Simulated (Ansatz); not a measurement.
The reference is Ti$_{2}$O$_{3}$ in the corundum structure (space group R-3c, No. 167; a = 5.039 Å, c = 13.881 Å (hexagonal axes)). Axes: x lies along a and z along c of the hexagonal cell.

The values are results of DFT with PBEsol, PAW potentials and a 420 eV plane-wave cutoff in Ansatz (a first-principles code), without spin-orbit coupling, not measurements.

Base values:

| Quantity | Value |
|---|---|
| Shortest interatomic distance | 199.8 pm |

It is then changed as follows: the cell is stretched by 1.25 % along x with no lateral relaxation; the atoms relax in the strained cell.

Task: What does the calculation give for the shortest interatomic distance and energy relative to the base after the change?

Result: The shortest interatomic distance increases by 0.8 pm to 200.6 pm; the energy grows by 1.7 meV/atom.

Without a gap, meshes like the base's 11×11×11 leave anisotropic stresses uncertain by several tenths of a GPa, and small strain energies with them. Stability against distortions was not tested. No Hubbard U is applied, and correlation can decide whether such a compound is a metal. All final runs are without spin polarisation.
